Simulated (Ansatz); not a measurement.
Start from BAs in the zinc blende structure (space group F-43m, No. 216; a = 4.7826 Å).

Level of theory: r2SCAN in Ansatz (plane waves to 500 eV, PAW, scalar-relativistic without spin-orbit coupling), earlier PAW set.

Before the change:

The width of the top valence band is 5.41 eV. The band gap comes out as 1.38 eV and the smallest direct gap is 3.44 eV. The lattice parameter a is 4.783 Å.

One thing is altered: cell and atoms relaxed at a pressure of 3 GPa.

Question: What happens to the width of the top valence band, band gap, smallest direct gap and lattice parameter a?

Answer: The width of the top valence band rises by 0.13 eV, from 5.41 eV to 5.54 eV; the band gap drops by 0.02 eV to 1.36 eV; the smallest direct gap increases by 0.02 eV, from 3.44 eV to 3.46 eV; the lattice parameter a drops by 0.0325 Å to 4.750 Å.

Load acts through the strain it causes; cell and atoms are relaxed under it. Stability against distortions was not tested.

Ansatz is a first-principles code.
